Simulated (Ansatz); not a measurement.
Structure of amorphous Hf18O39B2 (periodic cell):

```xyz
59
Lattice="9.1284 0.0000 0.0000 0.0000 9.1284 0.0000 0.0000 0.0000 9.1284" Properties=species:S:1:pos:R:3 pbc="T T T"
Hf     4.4203     8.5770     7.5046
Hf     1.7293     5.3691     7.6967
Hf     1.6728     7.6661     0.4008
Hf     0.4554     2.1353     8.9925
Hf     3.4310     7.6279     3.7609
Hf     0.4449     0.0819     3.0525
Hf     5.1079     2.0844     3.5909
Hf     6.6812     8.2877     5.2342
Hf     6.2646     2.4611     8.9947
Hf     6.2660     5.3989     3.6555
Hf     7.1858     6.2533     8.5872
Hf     8.1529     2.0689     5.7628
Hf     2.2855     4.5077     2.1689
Hf     2.6966     2.3428     6.8282
Hf     0.2036     5.4888     4.4694
Hf     3.3081     1.0957     1.3955
Hf     1.1623     8.5596     6.5002
Hf     8.5030     3.2634     2.5994
O      8.5982     1.6239     3.7931
O      4.6751     7.8363     5.3920
O      0.0426     6.3707     8.5449
O      6.3638     4.4673     8.7843
O      4.0817     0.4078     3.3249
O      3.6778     8.6097     0.2355
O      6.4162     3.5057     2.9574
O      2.0379     6.0586     3.4676
O      7.4708     6.4944     4.9121
O      1.0121     3.5425     7.4730
O      0.9886     1.5600     6.0585
O      6.3287     1.2544     5.0370
O      8.9807     7.9154     1.5682
O      2.4626     5.7512     0.4944
O      2.6672     2.1810     8.8563
O      8.1307     3.9505     5.1250
O      8.3143     8.9407     6.1044
O      7.3941     8.4274     3.1482
O      1.0831     3.7991     3.6561
O      0.8509     0.1151     8.4872
O      3.5672     3.0686     2.4906
O      1.2277     1.4809     1.8277
O      8.1706     5.3597     2.7401
O      2.2677     8.4038     2.1582
O      3.0312     0.4109     6.4384
O      3.4311     4.4536     6.8317
O      5.2915     4.8814     5.3309
O      2.5784     7.3383     7.5761
O      4.6974     6.3303     2.9116
O      1.5145     8.3894     4.5115
O      0.8967     6.3334     6.1222
O      6.7367     7.1730     1.1416
O      5.1172     1.3439     7.7559
O      3.9901     2.8911     5.2242
O      5.3001     1.6081     1.4432
O      7.8596     2.1356     7.7544
O      0.6705     3.8698     1.0550
O      7.8881     2.0458     1.0706
O      6.2557     7.5643     7.3978
B      7.6376     7.7929     1.9407
B      4.2818     4.1505     5.7702
```

Method: PBE, scalar-relativistic without spin-orbit coupling (plane waves to 420 eV, PAW; Ansatz, a program for electronic structure).

A CHGNet melt-quench gave the starting glass, which DFT then relaxed. O atoms were pushed apart under 1.9 Å during the dynamics, to hinder bonds among them. The hot cell started wider than the set density and was brought back towards it in steps. It is the lowest in DFT energy of 2 quenches. It is a model cell: composition and starting density were chosen by hand, and all elements were melted together. No dispersion term was used. Its density started from a set value of 8.42 and ended at 8.42 g/cm³. The simulated quench (nominally 450 K/ps over its main leg) is rapid and tends to freeze in more defects than a deposited or slowly cooled glass has. One small periodic cell is one sample of the glass; other quenches scatter about these values. The volume was held where the preparation left it, at a PBE pressure of 7.2 GPa. Stress components on the final sampling reach 9.2 GPa.

Neighbours within Hf-Hf 3.34 Å, Hf-O 2.46 Å, Hf-B 2.60 Å, O-O 1.58 Å, O-B 1.80 Å, B-B 1.97 Å count as bonded. Two cations that share two anions don't count as bonded, nor two that share one unless they lie closer than Hf-Hf 3.25 Å, Hf-B 2.53 Å, B-B 1.80 Å.

**Question.** Give the coordination numbers, mean bond lengths and angles.

**Answer.** 
- Mean coordination of Hf by anions: 5.94 (1 with 4, 3 with 5, 10 with 6, 4 with 7)
- Mean coordination of O: 2.90 (6 with 2, 31 with 3, 2 with 4)
- Mean coordination of B by anions: 3.00 (2 with 3)
- Mean Hf-O bond: 2.094 Å (spread 0.088 Å, 107 counted)
- Mean O-B bond: 1.376 Å (spread 0.029 Å, 6 counted)
- Bond angle at Hf: mean 102.9°, spread 28.1°
- Bond angle at O: mean 116.0°, spread 18.7°
- Bond angle at B: mean 120.0°, spread 6.6°

**Question.** List the pairs of like atoms that count as bonded by the rules above.

**Answer.** There are none by these rules.
